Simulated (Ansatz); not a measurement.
**LiF (model structure, started from the NiAs type, P6₃/mmc, No. 194, 4 atoms in the cell)**

Level of theory: dielectric-dependent PBEsol hybrid (plane waves, PAW; Ansatz, a program for electronic structure).

Run with plane-wave cutoff 460 eV, 12×12×6 k mesh (along the axes of the cell as run), Fermi–Dirac smearing 0.01 eV, scalar-relativistic PAW data made under PBE.

Cell (relaxed with PBEsol):

```cif
data_F2Li2
_chemical_formula_sum 'Li2 F2'
_space_group_name_H-M_alt 'P 1'
_space_group_IT_number 1
_cell_length_a 2.78650
_cell_length_b 2.78650
_cell_length_c 4.81014
_cell_angle_alpha 90.000
_cell_angle_beta 90.000
_cell_angle_gamma 120.000
loop_
_space_group_symop_operation_xyz
  'x, y, z'
loop_
_atom_site_label
_atom_site_type_symbol
_atom_site_fract_x
_atom_site_fract_y
_atom_site_fract_z
_atom_site_occupancy
Li1 Li 0.00000 0.00000 0.00000 1
Li2 Li 0.00000 0.00000 0.50000 1
F1 F 0.33333 0.66667 0.25000 1
F2 F 0.66667 0.33333 0.75000 1
```

| Item | Value |
|---|---|
| band gap | 14.94 eV (direct) |

Note: the relaxation could raise the start's symmetry but not lower it, so the cell can be a saddle point; cell and atoms aren't relaxed at this level (pressure -4.5 GPa).

The computed numbers hold no vibrational or temperature effects.

The result took roughly 4 core-minutes.

A model structure was made by putting elements into a prototype or built by hand; it is no filed structure, need not be a known phase, and can be a saddle point held by its symmetry.
